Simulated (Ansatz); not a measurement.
**beta Ga2O3: the defect Ga vacancy**

All values below come from PBE, PAW (plane waves to 420 eV; Ansatz, a program for electronic structure). The supercell holds 160 host sites (1×4×2 repeats of a cell of 20 atoms), with a Γ-point k-point sampling for the final energies. Site at the start: the Ga(2) site. Energies of charged states are corrected for periodic images (point charge plus alignment at distant sites). Dielectric constants: PBE linear response of the host. Host gap at this level: 2.00 eV. Zone-centre sampling of a cell this small can put levels off by half an eV or more. Levels are measured in PBE's own, too narrow, gap. Spin–orbit coupling is left out. Each state is the lowest found from its start.

Formation energies E_f are given with the Fermi level at the valence-band maximum. Chemical conditions: Ga-rich (Δμ(Ga) = 0.00 eV; only phases computed here count, gases as isolated molecules at 0 K); O-rich (Δμ(Ga) = -4.56 eV; only phases computed here count, gases as isolated molecules at 0 K). Reference phases: Ga: alpha gallium.

Charges with a result: +1, 0, −1, −2, −3. Others weren't obtained, and one of them could lie lower, also by skipping a charge.

```csv
charge,moment (μB),point group,largest move off a lattice site (Å),image correction with alignment (eV),"E_f, Ga-rich (eV)","E_f, O-rich (eV)",above the lowest spin state (eV)
+1*,4.0,Cs,0.42,–,–,–,0.00
+1*,not spin-polarised,–,0.34,–,–,–,0.38
0†,3.0,–,0.39,0.00,9.23,4.68,0.00
0†,3.0,–,0.39,0.00,9.23,4.68,0.00
−1,2.0,Cs,0.35,0.30,9.51,4.95,0.00
−1†,not spin-polarised,–,0.35,0.32,–,–,0.30
−2†,1.0,–,0.36,0.85,–,–,0.00
−2†,1.0,–,0.36,0.85,–,–,0.00
−3,not spin-polarised,Cs,0.41,1.64,11.45,6.89,0.00
```

* At this level the carrier isn't localised at the defect: at charge +1 holes occupy the valence band. Such a state is shallow or no state of the defect, and this cell gives it no level.

† Not settled in this cell, so no level is given: charge 0: a level filled in part, carriers not clearly localised; charge −2: a level filled in part.

Point groups are those of the whole cell at tolerances of 0.03 and 0.1 Å ("near" where only the looser one holds); none is given for unsettled states.

Starting moments that weren't kept: charge +1 began with 2 μB and ended with 4.0; charge 0 began with 1 μB and ended with 3.0; charge −2 began with 3 μB and ended with 1.0.

Flagged in the runs: a host whose relaxation on this sampling wasn't shown to rest, a strain field that reaches the edge of the cell, zone-centre sampling.

All states together cost roughly 7 core-hours.
